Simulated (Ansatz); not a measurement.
Take HfO2 (space group P2_1/c, No. 14) as the base.

```
CELL_PARAMETERS angstrom
      5.09582     0.00000     0.00000
      0.00000     5.17681     0.00000
     -0.88085     0.00000     5.19696
ATOMIC_POSITIONS crystal
  Hf 0.27715 0.04297 0.20819
  Hf 0.72285 0.54297 0.29181
  Hf 0.72285 0.95703 0.79181
  Hf 0.27715 0.45703 0.70819
  O  0.07117 0.33721 0.34099
  O  0.92883 0.83721 0.15901
  O  0.92883 0.66279 0.65901
  O  0.07117 0.16279 0.84099
  O  0.44715 0.75815 0.47996
  O  0.55285 0.25815 0.02004
  O  0.55285 0.24185 0.52004
  O  0.44715 0.74185 0.97996
```

Calculations: Ansatz (an electronic-structure program) PBEsol, no spin-orbit coupling.

One change was made to it. Results:

The band gap rises by 0.617 eV to 4.58 eV; the volume per atom shrinks by 0.96 Å³ to 10.46 Å³; the gap character becomes direct at Γ (base: indirect, Γ → Y₂).

**Question.** Which of these changes matches the shifts?
(A) pressure 30 GPa
(B) pressure 15 GPa
(C) pressure 4.5 GPa

**Answer.** B, pressure 15 GPa. For comparison, the band gap in the other runs: pressure 30 GPa gives 3.60 eV; pressure 4.5 GPa gives 4.10 eV.

Spin-orbit coupling, missing from the scalar runs, can matter with Hf. Load acts through the strain it causes; cell and atoms are relaxed under it. Whether these cells are dynamically stable was not tested. No other phases were tried under pressure. Along this pressure series the structure jumps between pressure 22.5 GPa and pressure 30 GPa; cells beyond that are another form of it.
